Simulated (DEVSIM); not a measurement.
isotype n-n heterojunction Al0.25Ga0.75As/GaAs

Structure: isotype n-n heterojunction Al0.25Ga0.75As/GaAs, at 250 K.

```
layer (left to right)        material  thickness (μm)  Nd (cm⁻³)  τn (s)  τp (s)
---------------------  --------------  --------------  ---------  ------  ------
1                      Al0.25Ga0.75As           0.120       1e16  1.7e-9  1.7e-9
2                                GaAs           0.750     1.7e17  1.7e-9  1.7e-9
```

Left contact: ohmic. Right contact: ohmic. Voltage is applied to the left contact. Recombination: SRH at mid-gap, radiative. Mobility is constant in doping.

The device is made up for the run: typed textbook-type constants, with dimensions and the other settings drawn at random. Values at 300 K; Nc and Nv go as T^1.5, mobilities as T to minus their exponent, the gap by Varshni's rule with the affinity fixed.

```csv
parameter,Al0.25Ga0.75As,GaAs
gap (eV),1.7357,1.424
affinity (eV),3.8725,4.07
permittivity,12.19,12.9
Nc (cm⁻³),6.5e17,4.7e17
Nv (cm⁻³),9e18,9e18
μn (cm²/Vs),4375,8500
μp (cm²/Vs),221,400
T exponent of μn,2.1,2.1
T exponent of μp,2.2,2.2
B (cm³/s),2e-10,2e-10
Varshni α (eV/K),0.000541,0.000541
Varshni β (K),204,204
```

Model (solved in DEVSIM): 1D drift-diffusion, Boltzmann statistics, complete ionisation; no tunnelling, impact ionisation, image-force lowering or self-heating. Band offsets follow the typed affinities; no thermionic-emission limit at abrupt steps, no polarisation charge.

* **Potential step across the device at zero bias**: 0.129 V

Dark forward current:

```json
[
 {"V (V)": "0.05", "J (A/cm²)": "1000"},
 {"V (V)": "0.10", "J (A/cm²)": "1500"},
 {"V (V)": "0.20", "J (A/cm²)": "2600"},
 {"V (V)": "0.25", "J (A/cm²)": "3300"},
 {"V (V)": "0.30", "J (A/cm²)": "4100"},
 {"V (V)": "0.35", "J (A/cm²)": "4900"},
 {"V (V)": "0.45", "J (A/cm²)": "7000"},
 {"V (V)": "0.50", "J (A/cm²)": "8200"},
 {"V (V)": "0.55", "J (A/cm²)": "9600"},
 {"V (V)": "0.60", "J (A/cm²)": "11000"},
 {"V (V)": "0.70", "J (A/cm²)": "15000"},
 {"V (V)": "0.75", "J (A/cm²)": "17000"},
 {"V (V)": "0.80", "J (A/cm²)": "19000"},
 {"V (V)": "0.85", "J (A/cm²)": "21000"},
 {"V (V)": "0.95", "J (A/cm²)": "26000"},
 {"V (V)": "1.00", "J (A/cm²)": "29000"},
 {"V (V)": "1.05", "J (A/cm²)": "32000"},
 {"V (V)": "1.10", "J (A/cm²)": "36000"},
 {"V (V)": "1.20", "J (A/cm²)": "43000"},
 {"V (V)": "1.25", "J (A/cm²)": "47000"},
 {"V (V)": "1.30", "J (A/cm²)": "52000"},
 {"V (V)": "1.35", "J (A/cm²)": "56000"},
 {"V (V)": "1.45", "J (A/cm²)": "66000"},
 {"V (V)": "1.50", "J (A/cm²)": "72000"},
 {"V (V)": "1.55", "J (A/cm²)": "77000"},
 {"V (V)": "1.60", "J (A/cm²)": "84000"},
 {"V (V)": "1.70", "J (A/cm²)": "97000"},
 {"V (V)": "1.75", "J (A/cm²)": "100000"}
]
```
